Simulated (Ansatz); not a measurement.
WSi2: pressure series

Base system: WSi₂ (space group I4/mmm, No. 139; a = 3.2294 Å, c = 7.8677 Å).

Cell and atoms are relaxed at each pressure.

All numbers come from PBE (Ansatz, a first-principles code, PAW, spin-orbit coupling left out), earlier PAW set.

Notes on the quantities. enthalpy: H = E + PV relative to the base's energy.

```tsv
variant	enthalpy	volume per atom
base	–	13.68 Å³
pressure −2 GPa	-0.17 eV/atom	13.80 Å³
pressure −1 GPa	-0.09 eV/atom	13.74 Å³
pressure 3 GPa	+0.25 eV/atom	13.49 Å³
pressure 7 GPa	+0.59 eV/atom	13.27 Å³
pressure 15 GPa	+1.24 eV/atom	12.87 Å³
pressure 30 GPa	+2.42 eV/atom	12.27 Å³
pressure 50 GPa	+3.91 eV/atom	(withheld)
pressure 75 GPa	+5.67 eV/atom	11.01 Å³
pressure 100 GPa	+7.35 eV/atom	10.52 Å³
```

### Question
What belongs in the blanks?

### Answer

- pressure 50 GPa, volume per atom: 11.63 Å³

Load acts through the strain it causes; cell and atoms are relaxed under it. Stability against distortions was not tested. No other phases were tried under pressure. The final runs are not spin-polarised.
